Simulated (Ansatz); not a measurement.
# A computed series for BN: response to strain

Consider BN in the h-BN type structure (space group P6_3/mmc, No. 194; a = 2.4997 Å, c = 6.5253 Å; layered, stacked along the Cartesian z axis). Axes: x lies along a and z along c of the hexagonal cell.

Strains are applied to the cell and any free atomic positions relax; under biaxial strain the out-of-plane vector relaxes too.

Level of theory: r2SCAN+rVV10 (Ansatz, a quantum-chemistry and plane-wave program, PAW, scalar-relativistic without spin-orbit coupling), earlier PAW set.

Candidates:
(a) uniaxial strain ε_xx = +5.35 %
(b) isotropic strain +5.63 %
(c) biaxial strain +2.40 %, plane normal [001], relaxed out of plane

Base values:

| Item | Value |
|---|---|
| Band gap | 4.74 eV |

### Question
Order them by band gap, lowest first.

### Answer
(a) uniaxial strain ε_xx = +5.35 % (4.47 eV), (b) isotropic strain +5.63 % (4.51 eV), (c) biaxial strain +2.40 %, plane normal [001], relaxed out of plane (4.61 eV)

Stability against distortions was not tested.
